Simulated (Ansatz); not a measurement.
**Hf2SiN (model structure, started from the MAX type, P6₃/mmc, No. 194, 8 atoms in the cell)**

Method: LDA (PAW; Ansatz, an electronic-structure program).

Settings: plane-wave cutoff 520 eV, 24×24×4 k mesh (along the axes of the cell as run), Fermi–Dirac smearing 0.05 eV, scalar-relativistic PAW data made under PBE.

Cell (relaxed at this level):

Hf2NSi has the hexagonal space group P6₃/mmc (No. 194), Pearson symbol hP8. Cell: a = b = 3.1527 Å, c = 13.1852 Å, α = β = 90.00°, γ = 120.00°. Si on 2d sees 6 Hf at 2.732 Å. Hf on 4f is surrounded by 3 N at 2.213 Å and 3 Si at 2.732 Å. N on 2a is coordinated by 6 Hf at 2.213 Å (octahedral). (Neighbours: up to the widest gap in distance over summed covalent radii, below 1.35, at either atom; cation-cation and far metal-metal contacts left out.)

```json
{
 "band_gap": "none",
 "bulk modulus B0": "196 GPa"
}
```

Note: the bulk modulus is −V dP/dV from two relaxed cells at ±2 % in volume; the relaxation could raise the start's symmetry but not lower it, so the cell can be a saddle point.

Spin–orbit coupling is not included; it can open a gap where bands touch, and shift volumes and moduli.

Computed values are for the static lattice.

Cost on a shared machine: around 18 core-minutes (rough).

A model structure was made by putting elements into a prototype or built by hand; it is no filed structure, need not be a known phase, and can be a saddle point held by its symmetry.
